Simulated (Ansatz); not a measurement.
Ti₂O₃ (Pnma, No. 62, 20 atoms in the cell; start mp-1188323; a measured phase of this formula has another space group), treated with r²SCAN (Ansatz, a quantum-chemistry and plane-wave program, plane waves, PAW).

Numerical settings: plane-wave cutoff 560 eV, 6×12×4 k mesh (along the axes of the cell as run), Fermi–Dirac smearing 0.01 eV, no spin polarisation, scalar-relativistic PAW data made under PBE.

Cell (relaxed with PBEsol):

Space group Pnma (No. 62); a = 7.7766 Å, b = 2.8164 Å, c = 8.0766 Å, α = 90.00°, β = 90.00°, γ = 90.00°

| atom | site | symmetry | x | y | z |
|---|---|---|---|---|---|
| Ti | 4c | .m. | 0.0296 | 0.2500 | 0.6847 |
| Ti | 4c | .m. | 0.1965 | 0.2500 | 0.0183 |
| O | 4c | .m. | 0.4426 | 0.2500 | 0.3754 |
| O | 4c | .m. | 0.1209 | 0.2500 | 0.4474 |
| O | 4c | .m. | 0.2076 | 0.7500 | 0.1911 |

Task: What does this level give for the band gap, smallest direct gap on the k points sampled and direct gap at Γ?

Result: 
- band gap = 0.26 eV (indirect)
- smallest direct gap on the k points sampled = 0.36 eV
- direct gap at Γ = 0.94 eV

Note: cell and atoms aren't relaxed at this level (largest force component 0.13 eV/Å, pressure 4.6 GPa).

Static lattice: no zero-point or thermal effects.

A start named mp-… is a Materials Project structure, which need not be a measured phase.
